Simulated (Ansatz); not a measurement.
Base system: WC (space group P-6m2, No. 187; a = 2.9131 Å, c = 2.8358 Å; relaxed with 0.1 eV smearing). Axes: x lies along a and z along c of the hexagonal cell.

The values are results of DFT with r2SCAN, PAW potentials and a 500 eV plane-wave cutoff in Ansatz (a first-principles code), no spin-orbit coupling, earlier PAW set, not measurements.

It is then changed as follows: the cell is stretched by 5.48 % along x with no lateral relaxation, atoms relaxed at fixed cell.

### Question
Predict the stress tensor and what it implies for the stiffness.

### Answer
Stress of the strained cell less that of the base (GPa, compression positive):
```
  -33.3     0.0     0.0
    0.0   -11.7     0.0
    0.0     0.0    -8.3
```

Then −Δσ_ii/ε with ε = 0.0548 gives secant stiffness values (nonlinear terms included at this strain): C11 ≈ 608 GPa, C12 ≈ 213 GPa and C13 ≈ 151 GPa.

As a check, the harmonic strain energy −½ V₀ Δσ:ε is 59 meV/atom; the computed energy rise is 63 meV/atom.

No phonon test of stability was made. The final runs are not spin-polarised.
